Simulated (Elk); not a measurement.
A self-consistent single point of InSe (C2/m, 4 atoms in the cell) with Elk

Method: PBEsol, all-electron FP-LAPW, Elk's shipped species files, APW+lo basis with extra local orbitals (Elk 10.2.4).

The input file:

```
tasks
  0

xctype
  22

rgkmax
  7.5

gmaxvr
  16.0

nxlo
  2

lorbcnd
  .true.

rmtscf
  0.95

lmaxi
  2

stype
  0

swidth
  0.0001

avec
   11.0102908439   -3.8827257820    0.0000000000
   11.0102908439    3.8827257820    0.0000000000
   -3.2564365292    0.0000000000    9.0165485242

sppath
  './'

atoms
  2   : nspecies
  'In.in'   : spfname
  2   : natoms; atposl, bfcmt below
  0.1118000000  0.1118000000  0.9531600000    0.0 0.0 0.0
  0.8882000000  0.8882000000  0.0468400000    0.0 0.0 0.0
  'Se.in'   : spfname
  2   : natoms; atposl, bfcmt below
  0.3390700000  0.3390700000  0.3310400000    0.0 0.0 0.0
  0.6609300000  0.6609300000  0.6689600000    0.0 0.0 0.0

ngridk
  5 5 4
```

Output, abridged:

```
│ Elk code version 10.2.4 │

All units are atomic (Hartree, Bohr, etc.)

│ Ground-state run starting from atomic densities │

Lattice vectors :
   11.01029084      -3.882725782       0.000000000
   11.01029084       3.882725782       0.000000000
  -3.256436529       0.000000000       9.016548524

Unit cell volume      :    770.9138191
Brillouin zone volume :   0.3217612751

Muffin-tin inner radius fraction :   0.1000000000E-01

Nuclei treated as point charges

Species :    1 (In)
 parameters loaded from : In.in
 name : indium
 nuclear charge    :   -49.00000000
 electronic charge :    49.00000000
 atomic mass :    209300.4100
 muffin-tin radius :    2.470000000
 number of radial points in muffin-tin :    597
 atomic positions (lattice), magnetic fields (Cartesian) :
   1 :   0.11180000  0.11180000  0.45316000    0.00000000  0.00000000  0.00000000
   2 :  -0.11180000 -0.11180000 -0.45316000    0.00000000  0.00000000  0.00000000

Species :    2 (Se)
 parameters loaded from : Se.in
 name : selenium
 nuclear charge    :   -34.00000000
 electronic charge :    34.00000000
 atomic mass :    143935.2748
 muffin-tin radius :    2.280000000
 number of radial points in muffin-tin :    497
 atomic positions (lattice), magnetic fields (Cartesian) :
   1 :   0.33907000  0.33907000 -0.16896000    0.00000000  0.00000000  0.00000000
   2 :  -0.33907000 -0.33907000  0.16896000    0.00000000  0.00000000  0.00000000

Total number of atoms per unit cell :    4

Spin treatment :
 spin-unpolarised

Number of Bravais lattice symmetries :    4
Number of crystal symmetries         :    4
Crystal has inversion symmetry
Real symmetric eigensolver will be used

k-point grid :      5     5     4
k-point offset :    0.000000000       0.000000000       0.000000000
k-point set is reduced with full crystal symmetry group
Total number of k-points :       33

Muffin-tin radius times maximum |G+k| :    7.500000000
 using average radius
Maximum |G+k| for APW functions       :    3.157894737
Maximum (1/2)|G+k|²                   :    4.986149584
Maximum |G| for potential and density :    16.00000000
 potential will be trimmed for |G| > 2 gkmax
Constant for pseudocharge density :   10
Radial integration step length :    4

G-vector grid sizes :     60    60    49
Number of G-vectors :    53335

Maximum angular momentum used for
 APW functions                      :    8
 outer part of muffin-tin           :    6
 inner part of muffin-tin           :    2

Total nuclear charge    :   -166.0000000
Total core charge       :    96.00000000
Total valence charge    :    70.00000000
Total excess charge     :    0.000000000
Total electronic charge :    166.0000000

Effective Wigner radius, rₛ :    1.034990534

Number of empty states         :   16
Total number of valence states :   51
Total number of core states    :   96

Conduction state local-orbitals added automatically
Total number of local-orbitals :  324

Exchange-correlation functional :     22     0     0
 PBEsol, Phys. Rev. Lett. 100, 136406 (2008)
 gradient requirement :    1
 generalised gradient approximation (GGA)

Smearing type :    0
 Gaussian
Smearing width :   0.1000000000E-03
Effective electronic temperature (K) :    31.57750248

Mixing type :    3
 Broyden mixing, J. Phys. A: Math. Gen. 17, L317 (1984)

Kohn-Sham potential initialised from atomic data

│ Self-consistent loop started │
│ Loop number : 1 │
 total energy                :     -16628.2070488
│ Loop number : 2 │
 total energy                :     -16628.2244947
RMS change in Kohn-Sham potential (target) :   0.1278529505     (  0.1000000000E-05)
Absolute change in total energy (target)   :   0.1744582330E-01 (  0.1000000000E-03)
│ Loop number : 3 │
 total energy                :     -16627.9176302
RMS change in Kohn-Sham potential (target) :   0.1226791746     (  0.1000000000E-05)
Absolute change in total energy (target)   :   0.3025030493     (  0.1000000000E-03)
│ Loop number : 4 │
 total energy                :     -16623.7999532
RMS change in Kohn-Sham potential (target) :   0.7178476491E-01 (  0.1000000000E-05)
Absolute change in total energy (target)   :    4.193302686     (  0.1000000000E-03)
│ Loop number : 5 │
 total energy                :     -16620.7024926
RMS change in Kohn-Sham potential (target) :   0.2931972870E-01 (  0.1000000000E-05)
Absolute change in total energy (target)   :    4.145786284     (  0.1000000000E-03)
│ Loop number : 6 │
 total energy                :     -16619.2927228
RMS change in Kohn-Sham potential (target) :   0.9730929523E-02 (  0.1000000000E-05)
Absolute change in total energy (target)   :    2.446216425     (  0.1000000000E-03)
│ Loop number : 7 │
 total energy                :     -16618.5977308
RMS change in Kohn-Sham potential (target) :   0.5200128365E-03 (  0.1000000000E-05)
Absolute change in total energy (target)   :    1.306546083     (  0.1000000000E-03)
│ Loop number : 8 │
 total energy                :     -16618.6119576
RMS change in Kohn-Sham potential (target) :   0.3124789385E-03 (  0.1000000000E-05)
Absolute change in total energy (target)   :   0.3124097328     (  0.1000000000E-03)
│ Loop number : 9 │
 total energy                :     -16618.6089373
RMS change in Kohn-Sham potential (target) :   0.1337122207E-03 (  0.1000000000E-05)
Absolute change in total energy (target)   :   0.8112271292E-01 (  0.1000000000E-03)
│ Loop number : 10 │
 total energy                :     -16618.6187780
RMS change in Kohn-Sham potential (target) :   0.4500778358E-04 (  0.1000000000E-05)
Absolute change in total energy (target)   :   0.1043995714E-01 (  0.1000000000E-03)
│ Loop number : 11 │
 total energy                :     -16618.6175948
RMS change in Kohn-Sham potential (target) :   0.2091977199E-04 (  0.1000000000E-05)
Absolute change in total energy (target)   :   0.3793173477E-02 (  0.1000000000E-03)
│ Loop number : 12 │
 total energy                :     -16618.6151672
RMS change in Kohn-Sham potential (target) :   0.3160727656E-05 (  0.1000000000E-05)
Absolute change in total energy (target)   :   0.3375974939E-02 (  0.1000000000E-03)
│ Loop number : 13 │
 total energy                :     -16618.6148945
RMS change in Kohn-Sham potential (target) :   0.1314103025E-05 (  0.1000000000E-05)
Absolute change in total energy (target)   :   0.1116681611E-02 (  0.1000000000E-03)
│ Loop number : 14 │
 total energy                :     -16618.6147338
RMS change in Kohn-Sham potential (target) :   0.2457737266E-06 (  0.1000000000E-05)
Absolute change in total energy (target)   :   0.4398051096E-03 (  0.1000000000E-03)
│ Loop number : 15 │
 total energy                :     -16618.6146950
RMS change in Kohn-Sham potential (target) :   0.5550953946E-07 (  0.1000000000E-05)
Absolute change in total energy (target)   :   0.1487555601E-03 (  0.1000000000E-03)
│ Loop number : 16 │
 total energy                :     -16618.6147014
RMS change in Kohn-Sham potential (target) :   0.2170900903E-07 (  0.1000000000E-05)
Absolute change in total energy (target)   :   0.3079570160E-04 (  0.1000000000E-03)
Convergence targets achieved

│ Loop number : 17 │

Energies :
 Fermi                       :     0.143435451638
 sum of eigenvalues          :     -9900.45526402
 electron kinetic            :      17327.1641835
 core electron kinetic       :      16488.8851636
 Coulomb                     :     -33458.2227292
 Coulomb potential           :     -26587.3052835
 nuclear-nuclear             :     -1418.62686476
 electron-nuclear            :     -37491.8864454
 Hartree                     :      5452.29058092
 Madelung                    :     -20164.5700875
 xc potential                :     -640.314163991
 exchange                    :     -477.877169086
 correlation                 :     -9.67898776964
 total energy                :     -16618.6147026

Density of states at Fermi energy :   0.8472650568E-05
 (states/Hartree/unit cell)

Estimated indirect band gap :   0.3831871939E-01
 from k-point     22 to k-point     25
Estimated direct band gap   :   0.4532559614E-01
 at k-point     22

Charges :
 core                        :    96.00000000
 valence                     :    70.00000000
 interstitial                :    7.684100119
 muffin-tins (core leakage)
  species :    1 (In)
   atom    1                 :    47.05016103     (  0.2740432781E-03)
   atom    2                 :    47.05016103     (  0.2740432781E-03)
  species :    2 (Se)
   atom    1                 :    32.10778891     (  0.1287716228E-03)
   atom    2                 :    32.10778891     (  0.1287716228E-03)
 total in muffin-tins        :    158.3158999
 total calculated charge     :    165.9784974
 total charge                :    166.0000000
 error                       :   0.2150262689E-01

│ Self-consistent loop stopped │
```

The run converged in 17 iterations. The count includes the last loop, which Elk runs after its targets are met.

The starting cell comes from a database of computed structures (which also holds hypothetical and non-ambient phases and stackings), without a prior relaxation at this level. Values depend on the basis (sphere radii, cutoffs, local orbitals), which need not be converged.

Cost on one core of a shared machine: roughly 60 s.
